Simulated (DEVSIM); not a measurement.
Device: illuminated Si p-on-n cell, one wavelength, with a back-surface field, at 300 K.

Layer 1 from the left is Si, thickness (μm) 0.540, Na (cm⁻³) 3.8e18, τn (s) 5e-9, τp (s) 4.6e-8, absorption coefficient (cm⁻¹) 1900. Layer 2 from the left is Si, thickness (μm) 76.0, Nd (cm⁻³) 4.8e16, τn (s) 3.1e-7, τp (s) 3.1e-7, absorption coefficient (cm⁻¹) 1900. Layer 3 from the left is Si, thickness (μm) 1.10, Nd (cm⁻³) 3.1e18, τn (s) 3.1e-7, τp (s) 3.1e-7, absorption coefficient (cm⁻¹) 1900.

Left contact: ohmic, minority electron recombination velocity 1000 cm/s. Right contact: ohmic, minority hole recombination velocity 5e6 cm/s. Voltage is applied to the left contact. Recombination: SRH at mid-gap, radiative, Auger. Light enters at the left, 1.6e18 photons cm⁻² s⁻¹, one pass, no reflection. Mobility is constant in doping.

Constants are typed, rounded textbook-type inputs, not results; the design itself was drawn at random and stands for no fabricated device. Values at 300 K.

Si: gap (eV) 1.124, affinity (eV) 4.05, permittivity 11.7, Nc (cm⁻³) 2.86e19, Nv (cm⁻³) 3.1e19, μn (cm²/Vs) 1417, μp (cm²/Vs) 470, B (cm³/s) 4.7e-15, Cn (cm⁶/s) 2.8e-31, Cp (cm⁶/s) 9.9e-32.

Simulated with DEVSIM: 1D drift-diffusion, Boltzmann statistics, complete ionisation; no tunnelling, impact ionisation, image-force lowering or self-heating.

**Question.** What does the simulation give for the open-circuit voltage, the dark forward voltage at 1 A/cm²?

**Answer.** open-circuit voltage 0.650 V; dark forward voltage at 1 A/cm² 0.692 V.
